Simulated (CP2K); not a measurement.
**CP2K run on Na3TlBr6 (Fm-3m, 10 atoms in the cell): self-consistent single point**

Method of the run: LDA (Pade form), GPW, DZVP-MOLOPT-SR-GTH basis, GTH-PADE potentials (GTH_POTENTIALS) in CP2K.

Input as run:

```
&GLOBAL
  PROJECT bulk
  RUN_TYPE ENERGY_FORCE
  PRINT_LEVEL MEDIUM
&END GLOBAL
&FORCE_EVAL
  METHOD Quickstep
  STRESS_TENSOR ANALYTICAL
  &DFT
    BASIS_SET_FILE_NAME BASIS_MOLOPT
    POTENTIAL_FILE_NAME GTH_POTENTIALS
    &QS
      METHOD GPW
      EPS_DEFAULT 1E-11
    &END QS
    &MGRID
      CUTOFF 950
      REL_CUTOFF 40
      NGRIDS 5
    &END MGRID
    &SCF
      SCF_GUESS ATOMIC
      EPS_SCF 1E-6
      MAX_SCF 100
      ADDED_MOS 14
      &DIAGONALIZATION
        ALGORITHM STANDARD
      &END DIAGONALIZATION
      &MIXING
        METHOD BROYDEN_MIXING
        ALPHA 0.3
        NBUFFER 8
        BETA 1.5
      &END MIXING
    &END SCF
    &KPOINTS
      SCHEME MONKHORST-PACK 3 3 3
    &END KPOINTS
    &XC
      &XC_FUNCTIONAL PADE
      &END XC_FUNCTIONAL
    &END XC
    &PRINT
      &MO
        EIGENVALUES T
        OCCUPATION_NUMBERS T
        NDIGITS 8
        FILENAME mo
        &EACH
          QS_SCF 0
        &END EACH
        ADD_LAST NUMERIC
      &END MO
      &MULLIKEN ON
      &END MULLIKEN
    &END PRINT
  &END DFT
  &SUBSYS
    &CELL
      A 8.12794100 0.00000000 0.00000000
      B 4.06397000 7.03900300 0.00000000
      C 4.06397000 2.34633400 6.63643600
      PERIODIC XYZ
    &END CELL
    &COORD
      Na      12.19191075     7.03900275     4.97732700
      Na       4.06397025     2.34633425     1.65910900
      Na       8.12794050     4.69266850     3.31821800
      Tl       0.00000000     0.00000000     0.00000000
      Br       8.12794075     2.30231702     1.62798412
      Br       8.12794025     7.08301998     5.00845188
      Br       6.05783521     5.88784437     1.62798412
      Br      10.19804579     3.49749263     5.00845188
      Br       6.05783521     3.49749263     5.00845188
      Br      10.19804579     5.88784437     1.62798412
    &END COORD
    &KIND Na
      BASIS_SET DZVP-MOLOPT-SR-GTH-q9
      POTENTIAL GTH-PADE-q9
    &END KIND
    &KIND Tl
      BASIS_SET DZVP-MOLOPT-SR-GTH-q13
      POTENTIAL GTH-PADE-q13
    &END KIND
    &KIND Br
      BASIS_SET DZVP-MOLOPT-SR-GTH-q7
      POTENTIAL GTH-PADE-q7
    &END KIND
  &END SUBSYS
  &PRINT
    &FORCES ON
    &END FORCES
    &STRESS_TENSOR ON
    &END STRESS_TENSOR
  &END PRINT
&END FORCE_EVAL
```

Output, abridged:

```
 GLOBAL| Method name                                                        CP2K
 GLOBAL| Project name                                                       bulk
 GLOBAL| Run type                                                   ENERGY_FORCE

 CELL| Volume [angstrom^3]:                                           379.687765
 CELL| Vector a [angstrom]:       8.128     0.000     0.000   |a| =     8.127941
 CELL| Vector b [angstrom]:       4.064     7.039     0.000   |b| =     8.127940
 CELL| Vector c [angstrom]:       4.064     2.346     6.636   |c| =     8.127941
 CELL| Angle (b,c), alpha [degree]:                                    60.000004
 CELL| Angle (a,c), beta  [degree]:                                    60.000002
 CELL| Angle (a,b), gamma [degree]:                                    60.000002
 CELL| Numerically orthorhombic:                                              NO
 CELL| Periodicity                                                           XYZ

 DFT| Spin restricted Kohn-Sham (RKS) calculation                            RKS
 DFT| Multiplicity                                                             1
 DFT| Number of spin states                                                    1
 DFT| Charge                                                                   0
 DFT| XC density smoothing                                                  NONE
 DFT| XC derivatives                                                          PW

 QS| Method:                                                                 GPW
 QS| Density plane wave grid type                        NON-SPHERICAL FULLSPACE
 QS| Number of grid levels:                                                    5
 QS| Density cutoff [a.u.]:                                                475.0
 QS| Multi grid cutoff [a.u.]: 1) grid level                               475.0
   [... lines left out ...]
 BRILLOUIN| Wavefunction type                                            COMPLEX
 BRILLOUIN| List of Kpoints [2 Pi/Bohr]                                       14
 BRILLOUIN| Number           Weight            X              Y              Z
 BRILLOUIN|     1           0.07407       -0.33333       -0.33333       -0.33333
 BRILLOUIN|     2           0.07407       -0.33333       -0.33333        0.00000
 BRILLOUIN|     3           0.07407       -0.33333       -0.33333        0.33333
   [... 11 lines left out ...]
 *******************************************************************************

 Extrapolation method: initial_guess

 Re-scaling the density matrix to get the right number of electrons
                  # Electrons              Trace(P)               Scaling factor
                           82                82.000                        1.000

 Number of electrons:                                                         82
 Number of occupied orbitals:                                                 41
 Number of molecular orbitals:                                                55

 Number of orbital functions:                                                130
 Number of independent orbital functions:                                    130
 SCF WAVEFUNCTION OPTIMIZATION

  Step     Update method      Time    Convergence         Total energy    Change
     1 NoMix/Diag. 0.30E+00      -     1.24603707      -274.0952601322 -2.74E+02
     2 Broy./Diag. 0.30E+00      -     0.05553225      -273.4031765859  6.92E-01
     3 Broy./Diag. 0.30E+00      -     0.28974367      -274.1338254908 -7.31E-01
     4 Broy./Diag. 0.30E+00      -     0.01173015      -274.6015155569 -4.68E-01
     5 Broy./Diag. 0.30E+00      -     0.02216196      -274.3074284259  2.94E-01
     6 Broy./Diag. 0.30E+00      -     0.01536299      -274.2298728627  7.76E-02
     7 Broy./Diag. 0.30E+00      -     0.00833981      -274.2371655630 -7.29E-03
   [... 10 lines left out ...]
    18 Broy./Diag. 0.30E+00      -     0.00005489      -274.2833768528  4.19E-04
    19 Broy./Diag. 0.30E+00      -     0.00000978      -274.2833883061 -1.15E-05
    20 Broy./Diag. 0.30E+00      -     0.00000412      -274.2833978965 -9.59E-06
    21 Broy./Diag. 0.30E+00      -     0.00000633      -274.2834659162 -6.80E-05
    22 Broy./Diag. 0.30E+00      -     0.00000074      -274.2834997921 -3.39E-05
  *** SCF run converged in    22 steps ***

  Electronic density on regular grids:        -81.9999999962        0.0000000038
  Core density on regular grids:               81.9999999992       -0.0000000008
  Total charge density on r-space grids:        0.0000000030
  Total charge density g-space grids:           0.0000000030

  Overlap energy of the core charge distribution:               0.00000000007755
  Self energy of the core charge distribution:               -633.37974247556758
  Core Hamiltonian energy:                                    163.98980178853898
  Hartree energy:                                             237.94232254141113
  Exchange-correlation energy:                                -42.83588164652203

  Total energy:                                              -274.28349979206195

                     Mulliken Population Analysis

 #  Atom  Element  Kind  Atomic population                           Net charge
       1     Na       1          8.255352                              0.744648
       2     Na       1          8.255352                              0.744648
       3     Na       1          8.707047                              0.292953
       4     Tl       2         12.924531                              0.075469
       5     Br       3          7.309620                             -0.309620
       6     Br       3          7.309620                             -0.309620
       7     Br       3          7.309620                             -0.309620
       8     Br       3          7.309620                             -0.309620
       9     Br       3          7.309620                             -0.309620
      10     Br       3          7.309620                             -0.309620
 # Total charge                             82.000000                 -0.000000

 ENERGY| Total FORCE_EVAL ( QS ) energy [hartree]           -274.283495263354951

 FORCES| Atomic forces [hartree/bohr]
 FORCES|   Atom     x               y               z               |f|
 FORCES|      1 -5.36481738E-08 -3.17376572E-08 -2.33729890E-08   6.65710301E-08
 FORCES|      2  5.34991757E-08  3.17320686E-08  2.32188637E-08   6.63942890E-08
 FORCES|      3  1.85623739E-09  1.21428142E-09  7.53275109E-10   2.34254563E-09
 FORCES|      4 -1.11443881E-10  1.09853746E-09  1.15009795E-09   1.59434299E-09
 FORCES|      5 -2.06782518E-08 -4.89433673E-03 -3.46082347E-03   5.99431657E-03
 FORCES|      6  2.02581204E-08  4.89433619E-03  3.46082245E-03   5.99431554E-03
 FORCES|      7 -4.23863846E-03  2.44715446E-03 -3.46082025E-03   5.99432213E-03
 FORCES|      8  4.23863801E-03 -2.44715483E-03  3.46081922E-03   5.99432137E-03
 FORCES|      9 -4.23864019E-03 -2.44718004E-03  3.46080167E-03   5.99432307E-03
 FORCES|     10  4.23863946E-03  2.44717864E-03 -3.46080137E-03   5.99432180E-03
 FORCES| Sum     1.69624557E-12  5.84242724E-13  5.71482965E-14
 FORCES| Total atomic force                                       1.79495252E-12

 STRESS| Analytical stress tensor [bar]
 STRESS|                        x                   y                   z
 STRESS|      x       -2.72076071576E+04   2.96048503291E+00   2.09353051520E+00
 STRESS|      y        2.96048503291E+00  -2.72110041335E+04   1.22398525523E+00
 STRESS|      z        2.09353051520E+00   1.22398525523E+00  -2.72118815626E+04
 STRESS| 1/3 Trace                                            -2.72101642846E+04
```

The run converged in 22 iterations.

The starting cell comes from a database of computed structures (which also holds hypothetical and non-ambient phases and stackings), without a prior relaxation at this level. Its lattice was rescaled by a random factor within 2.5 % of one. Values carry the incompleteness of an atom-centred basis.

Cost on one core of a shared machine: roughly 2 min.
